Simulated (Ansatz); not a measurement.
CsCl-type CoAl was calculated with r²SCAN0 (Ansatz, a first-principles code, plane waves, PAW).

Settings: plane-wave cutoff 520 eV, 10×10×10 k mesh, Fermi–Dirac smearing 0.05 eV, no spin polarisation, scalar-relativistic PAW data made under PBE.

Computed at the level's own relaxed cell.

### Question
What does this level give for the equilibrium volume per atom, bulk modulus, lattice constant a and pressure derivative B′ of the bulk modulus?

### Answer

* **equilibrium volume per atom**: 10.90 Å³/atom
* **bulk modulus**: 217 GPa
* **lattice constant a**: 2.794 Å
* **pressure derivative B′ of the bulk modulus**: 4.2

Measured, for comparison: equilibrium volume per atom 11.71 Å³/atom, bulk modulus 162 GPa, lattice constant a 2.861 Å (room temperature, not corrected to a static lattice; as tabulated in Yamada et al. (2019), arXiv:1910.09660). Computed (rounded) less measured: equilibrium volume per atom -6.9 %, bulk modulus +34 %, lattice constant a -2.3 %.

Note: the run has no spin polarisation, so it can have missed a magnetic state.

The computed numbers hold no vibrational or temperature effects.

Cost on a shared machine: very roughly 29 core-minutes.
